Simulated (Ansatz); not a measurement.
SrTiO₃ (Pm-3m), r2SCAN with spin-orbit coupling, rigid bands in Ansatz (a quantum-chemistry and plane-wave program): N_c = 6.57e19 cm⁻³ at 300 K and an electron conductivity mass of 0.719 mₑ.

Task: For 1e17 electrons per cm³ at 300 K, place the Fermi level, estimate the Seebeck coefficient of a parabolic band with constant τ, and give mobility and conductivity for τ = 20 fs.

Result: The level lies k_BT ln(N_c/n) = 0.168 eV below the conduction-band minimum. S ≈ −(k_B/e)[ln(N_c/n) + 5/2] = -774 μV/K, against -802 μV/K from the full bands (mean over directions). μ = eτ/m = 48.9 cm²/(V·s) and σ = neμ = 0.784 S/cm. τ is assumed, not computed.

Band transport and this doping are assumed; polarons and phonon drag are left out.
